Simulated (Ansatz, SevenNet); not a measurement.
Fluorite NiSi2, lattice parameter a

Reference value: 5.406 Å (measured, temperature not stated, no zero-point or thermal correction; as tabulated in Wikipedia's data pages).

| level (code) | value (Å) |
|---|---|
| SevenNet-0 | 5.437 |
| LDA (Ansatz) | [?] |
| PBE (Ansatz) | 5.445 |
| PBEsol (Ansatz) | 5.390 |
| PBE-D3(BJ) (Ansatz) | 5.378 |
| PBE-D4 (Ansatz) | [?] |
| rVV10 (Ansatz) | 5.475 |
| r²SCAN (Ansatz) | [?] |
| HSE06 (Ansatz) | [?] |
| PBE0 (Ansatz) | 5.378 |
| r²SCAN0 (Ansatz) | 5.338 |
| r²SCANh (Ansatz) | 5.368 |

Problem. Fill in the missing entries.

Solution. 
- LDA (Ansatz, a quantum-chemistry and plane-wave program), value (Å): 5.351
- PBE-D4 (Ansatz), value (Å): 5.382
- r²SCAN (Ansatz), value (Å): 5.386
- HSE06 (Ansatz), value (Å): 5.374

Differences against the reference: SevenNet-0 +0.57 %, LDA -1.02 %, PBE +0.72 %, PBEsol -0.30 %, PBE-D3(BJ) -0.52 %, PBE-D4 -0.44 %, rVV10 +1.28 %, r²SCAN -0.37 %, HSE06 -0.59 %, PBE0 -0.52 %, r²SCAN0 -1.26 %, r²SCANh -0.70 %.

The reference's temperature isn't stated, so close values are not ranked against it. Off by more than 1.25 %, or 1.75 % on the side where a correction would as a rule narrow the miss (bounds picked here): rVV10 (+1.28 %).

The reference isn't brought to a static lattice, while the calculations are for one, so the differences are not the levels' errors alone. A static lattice is as a rule a little smaller than the measured one. The crystal itself was run without spin with LDA, PBE, PBEsol, PBE-D3(BJ), PBE-D4, rVV10, r²SCAN, HSE06, PBE0, r²SCAN0, r²SCANh; a magnetic state was not tried in these runs. HSE06: exact exchange on metals is sensitive to the k mesh and can open a false gap. HSE06: the run warned that the count of filled bands differs between k points. PBE0, r²SCAN0, r²SCANh: the run has no spin polarisation, so it can have missed a magnetic state. Cutoffs and k meshes differ between the levels. Ansatz's density-functional and Hartree–Fock values are scalar-relativistic unless marked +SOC, with PAW data made under PBE.

Machine-learned potentials (SevenNet-0) are trained on DFT data: a solid inside that data is no test of them.

Differences are worked out from the printed values.
